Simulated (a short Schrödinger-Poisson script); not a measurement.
Stack: symmetric double-gate stack, SiO2 on p-type GaAs, at 300 K.

```
layer  material  thickness (nm)  Na (cm⁻³)
-----  --------  --------------  ---------
1          SiO2             1.7          -
2          GaAs               8       3e15
3          SiO2             1.7          -
```

The device is made up for the run: typed textbook-type constants, with dimensions and the other settings drawn at random. SiO2: permittivity 3.9, conduction-band edge (eV) 3.17, gap (eV) 9, electron mass (mₑ) 0.5. GaAs: permittivity 12.9, conduction-band edge (eV) 0, gap (eV) 1.424, Nv at 300 K (cm⁻³) 9e18.

Channel valleys (confinement mass, in-plane density-of-states mass, number): Γ 0.067, 0.067, 1. At the gates, both at one voltage, the conduction-band edge of layer 1 lies 3.61 eV − eVg above the Fermi level of the channel. Gaps are held at their typed values at every temperature. Mesh 0.03 nm at interfaces.

From a short Schrödinger-Poisson script (our own, NumPy): 1D Poisson equation in equilibrium, electrons classical, Boltzmann, parabolic valleys, classical holes, full ionisation, no traps, pinning or gate leakage.

The same stack at other levels of the model or other numerical settings:

| run | sheet density of all electrons at Vg = 1.15 V (cm⁻²) | sheet density of all electrons at Vg = 0.55 V (cm⁻²) | capacitance of both gates at Vg = 1.15 V (μF/cm²) | gate voltage at 1e11 electrons/cm² (V) | rough cost against the base |
|---|---|---|---|---|---|
| base | 1.42e13 | 1.51e12 | 3.72 | 0.41 | about 1 |
| electrons treated as classical, Fermi-Dirac | 9.09e12 | 1.09e12 | 2.35 | 0.42 | 2 |
| electrons treated as quantum, Hartree | 7.00e12 | 4.57e11 | 2.06 | 0.49 | 10 |
| electrons treated as quantum, Hartree plus LDA exchange-correlation | 7.33e12 | 5.49e11 | 2.12 | 0.48 | 20 |
| mesh six times as coarse | 1.40e13 | 1.50e12 | 3.66 | 0.41 | about 1 |

The classical rows ignore confinement, and Boltzmann statistics overrate the density once the band edge passes the Fermi level.

Above a few 1e12 electrons/cm² a light Γ valley is non-parabolic and upper valleys begin to fill, which the model leaves out.
